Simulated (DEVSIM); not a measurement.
System: TaN/SiON/SiO2/p-Si capacitor, at 300 K.

| layer (left to right) | material | thickness (nm) | Na (cm⁻³) |
|---|---|---|---|
| 1 | SiON | 9.90 | - |
| 2 | SiO2 | 0.990 | - |
| 3 | Si | 970 | 3.5e17 |

Metal gate on the left, work function 4.4 eV. Fixed charge at the semiconductor interface -1.8e10 cm⁻² (in units of +e); no interface traps.

Constants are typed, rounded textbook-type inputs, not results; the design itself was drawn at random and stands for no fabricated device. Values at 300 K; Nc and Nv go as T^1.5, mobilities as T to minus their exponent, the gap by Varshni's rule with the affinity fixed.

| parameter | SiON | SiO2 | Si |
|---|---|---|---|
| gap (eV) | 7 | 9 | 1.124 |
| affinity (eV) | 1.4 | 0.9 | 4.05 |
| permittivity | 5.5 | 3.9 | 11.7 |
| Nc (cm⁻³) | - | - | 2.86e19 |
| Nv (cm⁻³) | - | - | 3.1e19 |
| Varshni α (eV/K) | - | - | 0.000473 |
| Varshni β (K) | - | - | 636 |

Model (solved in DEVSIM): 1D Poisson equation in equilibrium, Boltzmann statistics, complete ionisation; no quantum confinement or tunnelling. Metal contacts follow the ideal Schottky-Mott rule: no Fermi-level pinning, no interface dipoles.

The temperature was swept, all else fixed.

```csv
temperature (K),minimum of the low-frequency capacitance (μF/cm²),flat-band voltage (V)
250,0.134,-0.69
300,0.136,-0.65
350,0.143,-0.61
400,0.150,-0.57
450,0.156,-0.53
500,0.168,-0.48
```

From the first row to the last the minimum of the low-frequency capacitance goes from 0.134 to 0.168. From the first row to the last the flat-band voltage goes from -0.69 to -0.48.
